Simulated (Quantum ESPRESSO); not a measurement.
# Quick settings and what they miss: Sb₂Pt (Pa-3, 12 atoms in the cell)

Self-consistent single point.

```
Sb2Pt
1.0
    6.40227     0.00000     0.00000
    0.00000     6.40227     0.00000
    0.00000     0.00000     6.40227
Sb Pt
8 4
Cartesian
  2.40245   0.79868   5.60359
  3.99982   5.60359   0.79868
  0.79868   5.60359   2.40245
  5.60359   0.79868   3.99982
  5.60359   2.40245   0.79868
  0.79868   3.99982   5.60359
  3.99982   3.99982   3.99982
  2.40245   2.40245   2.40245
  0.00000   3.20114   3.20114
  3.20114   3.20114   0.00000
  3.20114   0.00000   3.20114
  0.00000   0.00000   0.00000
```

Method of the run: PBE, SSSP 1.1.2 efficiency (PBE) pseudopotentials (plane waves; Quantum ESPRESSO 7.5).

Base settings: ecutwfc = 40 Ry; ecutrho = 320 Ry; occupations = smearing; smearing = marzari-vanderbilt; degauss = 0.019992 Ry; potentials = {Sb: sb_pbe_v1.4.uspp.F.UPF, Pt: pt_pbe_v1.4.uspp.F.UPF}; K_POINTS = automatic 3 3 3 1 1 1; conv_thr = 1e-10 Ry; mixing_beta = 0.7.

Tight run (finer mesh or higher cutoff; not a proven limit): ecutwfc: 40 Ry → 56 Ry; ecutrho: 320 Ry → 448 Ry; conv_thr: 1e-10 Ry → 7.3e-11 Ry; K_POINTS: automatic 3 3 3 1 1 1 → automatic 5 5 5 1 1 1. It gave Fermi level (on the code's own zero) 14.99 eV; pressure 8.87 GPa; largest force (vector length) 0.137 eV/Å.

Quick runs, as changes from the base:
- A: the base itself
- B: degauss: 0.019992 Ry → 0.0099958 Ry; K_POINTS: automatic 3 3 3 1 1 1 → automatic 4 4 4 1 1 1
- C: ecutwfc: 40 Ry → 24 Ry; ecutrho: 320 Ry → 192 Ry; smearing: marzari-vanderbilt → gaussian; degauss: 0.019992 Ry → 0.0147 Ry
- D: ecutwfc: 40 Ry → 28 Ry; ecutrho: 320 Ry → 224 Ry; conv_thr: 1e-10 Ry → 7.3e-05 Ry; pseudopotentials: {Sb: sb_pbe_v1.4.uspp.F.UPF, Pt: pt_pbe_v1.4.uspp.F.UPF} → {Sb: sb_lda_v1.4.uspp.F.UPF, Pt: pt_lda_v1.4.uspp.F.UPF}; K_POINTS: automatic 3 3 3 1 1 1 → automatic 4 4 4 1 1 1 [LDA (PZ)]

Energies are extrapolated to zero smearing width, which holds to low order in the width alone (under cold and Methfessel-Paxton smearing the free energy itself is taken).

Dashes: time of C, D, under 30 s; energy of D, another energy zero; pressure of D, not trusted under this conv_thr with d or f elements.

† marks runs with another functional, U, potentials or spin treatment: their distance from the tight run is not a convergence error alone.

The count of work is k-points × plane waves × bands × iterations; it is no time. Core times come from one kind of shared machine and are given to one figure; runs under 30 s give none.

The starting cell comes from a database of computed structures (which also holds hypothetical and non-ambient phases and stackings), without a prior relaxation at this level. Its lattice was rescaled by a random factor within 2.5 % of one. Spin polarisation is off. In the base run, with a pressure of about 8 GPa the cell is away from its equilibrium volume at this level.

```tsv
run	energy less tight (meV/atom)	pressure less tight (GPa)	largest miss in a force vector (eV/Å)	count of work / tight	core time / tight (rough)
A	11.1	-0.47	0.109	0.22	0.3
B	19.3	-0.34	0.036	0.22	0.3
C	3578.6	-156.86	0.070	0.10	–
D†	–	–	0.001	0.082	–
```

Among the runs at the tight run's level, the energy misses run from 11.1 to 3578.6 meV/atom.

Left out of this page: 2 runs of the series outside the window shown, repeating another row's setting, or not comparable.
